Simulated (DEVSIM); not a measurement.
Device: Al0.15Ga0.85As/GaAs p-n heterojunction, at 300 K.

```tsv
layer (left to right)	material	thickness (μm)	Nd (cm⁻³)	Na (cm⁻³)	τn (s)	τp (s)
1	Al0.15Ga0.85As	0.270	-	6.4e17	3.8e-10	3.8e-10
2	GaAs	0.540	1.5e16	-	3.8e-10	3.8e-10
```

Left contact: ohmic. Right contact: ohmic. Voltage is applied to the left contact. Recombination: SRH at mid-gap. Mobility is μmin + (μ − μmin)/(1 + (N/Nref)^α).

The device is made up for the run: typed textbook-type constants, with dimensions and the other settings drawn at random. Values at 300 K. The table also holds parameters that only a changed run uses.

| parameter | Al0.15Ga0.85As | GaAs |
|---|---|---|
| gap (eV) | 1.611 | 1.424 |
| affinity (eV) | 3.9515 | 4.07 |
| permittivity | 12.47 | 12.9 |
| Nc (cm⁻³) | 5.6e17 | 4.7e17 |
| Nv (cm⁻³) | 9e18 | 9e18 |
| μn (cm²/Vs) | 5695 | 8500 |
| μp (cm²/Vs) | 282 | 400 |
| μn,min | 500 | 500 |
| μp,min | 20 | 20 |
| Nref,n | 6e16 | 6e16 |
| Nref,p | 1.5e17 | 1.5e17 |
| αn | 0.39 | 0.39 |
| αp | 0.38 | 0.38 |
| Cn (cm⁶/s) | 1e-30 | 1e-30 |
| Cp (cm⁶/s) | 1e-30 | 1e-30 |

Simulated with DEVSIM: 1D drift-diffusion, Boltzmann statistics, complete ionisation; no tunnelling, impact ionisation, image-force lowering or self-heating. Band offsets follow the typed affinities; no thermionic-emission limit at abrupt steps, no polarisation charge.

Base results: dark forward voltage at 1 A/cm² (V) 0.989; dark forward voltage at 100 A/cm² (V) 1.131.

Problem. What follows from this one change: thickness of layer 2 0.54 → 0.92 μm?

Solution. dark forward voltage at 1 A/cm² 0.989 → 0.994 V; dark forward voltage at 100 A/cm² 1.131 → 1.140 V.

Problem. What follows from this one change: constant mobility in place of the doping-dependent one?

Solution. dark forward voltage at 1 A/cm² 0.989 → 0.984 V; dark forward voltage at 100 A/cm² 1.131 → 1.123 V.
